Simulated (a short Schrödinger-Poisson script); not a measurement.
Stack: MOS inversion layer, SiO2 on p-type Si(100), at 300 K.

From the gate side: 1.4 nm SiO2; 1100 nm Si, acceptors 1.5e17 cm⁻³.

Constants are typed, rounded textbook-type inputs, not results; the design itself was drawn at random and stands for no fabricated device. SiO2: permittivity 3.9, conduction-band edge (eV) 3.15, gap (eV) 9, electron mass (mₑ) 0.5. Si: permittivity 11.7, conduction-band edge (eV) 0, gap (eV) 1.124, Nv at 300 K (cm⁻³) 3.1e19.

Channel valleys (confinement mass, in-plane density-of-states mass, number): Δ2 0.916, 0.19, 2; Δ4 0.19, 0.417, 4. At the gate the conduction-band edge of layer 1 lies 3.56 eV − eVg above the Fermi level of the channel; the field vanishes at the back. Gaps are held at their typed values at every temperature. Mesh 0.03 nm at interfaces.

From a short Schrödinger-Poisson script (our own, NumPy): 1D Poisson equation in equilibrium, electrons quantum, Hartree (BenDaniel-Duke, 12 states a valley, the channel's in-plane mass for all, wave functions free to enter the dielectric), parabolic valleys, classical holes, full ionisation, no traps, pinning or gate leakage.

```tsv
Vg (V)	electrons (cm⁻²)	C (μF/cm²)	Δ2 E0 (meV from the Fermi level)	Δ4 E0 (meV from the Fermi level)
0.35	4.81e9	0.143	198.7	232.2
0.4	2.66e10	0.246	153.9	188.1
0.45	1.18e11	0.567	114.7	149.9
0.5	3.40e11	0.976	86.0	122.9
0.55	6.81e11	1.26	66.5	105.4
0.6	1.10e12	1.43	52.4	93.7
0.65	1.56e12	1.54	41.6	85.1
0.7	2.05e12	1.62	32.7	78.5
0.75	2.56e12	1.68	25.2	73.2
0.8	3.10e12	1.73	18.6	68.7
0.85	3.64e12	1.77	12.7	64.8
0.9	4.20e12	1.80	7.4	61.5
0.95	4.76e12	1.83	2.5	58.5
1	5.34e12	1.85	-2.1	55.7
1.05	5.92e12	1.87	-6.4	53.2
1.1	6.51e12	1.89	-10.5	50.9
1.15	7.10e12	1.90	-14.4	48.7
1.2	7.69e12	1.92	-18.1	46.7
```

Gate voltages with under 1e9 electrons/cm² are left out.

**Question.** At Vg = 1.2 V the lowest Δ2 subband lies at -18.1 meV from the Fermi level. How many electrons does it hold, and what share of all?

**Answer.** The two-dimensional density of states is g m/(πħ²) = 1.59e11 cm⁻² meV⁻¹ (both spins), kT = 25.9 meV, so n = D kT ln(1 + exp(−E/kT)) = 4.53e12 cm⁻², 0.59 of the 7.69e12 cm⁻² in all.

**Question.** Compare the slope of the sheet density between 1.1 and 1.2 V with the geometric capacitance of the layers between gate and channel.

**Answer.** q Δn/ΔV = 1.89 μF/cm²; ε0/Σ(t/ε) = 2.47 μF/cm². The ratio is 0.77: the channel acts as a further capacitance in series.
